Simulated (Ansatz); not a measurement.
**InAs, element substitutions**

The reference is InAs in the zinc blende structure (space group F-43m, No. 216; a = 6.0869 Å).

Each row replaces one element on all its sites; cell and atoms are relaxed.

Levels (all Ansatz, a quantum-chemistry and plane-wave program, PAW): PBEsol (420 eV, no SOC); r2SCAN (500 eV, no spin-orbit coupling).

Band gaps by level, all at the geometries relaxed with PBEsol:

```
case     PBEsol   r2SCAN
-------  ------  -------
base       zero  0.14 eV
As → Sb    zero  0.13 eV
As → Rh    zero     zero
```

Single points use the geometry relaxed with PBEsol. With Sb present, leaving out spin-orbit coupling can change the band edges. Stability against distortions was not tested. As relaxed here, InRh is a hypothetical phase, not in the database extracts checked. The final runs are not spin-polarised. A zero or small gap of InSb and InAs can be the functional's error rather than a property of the material.
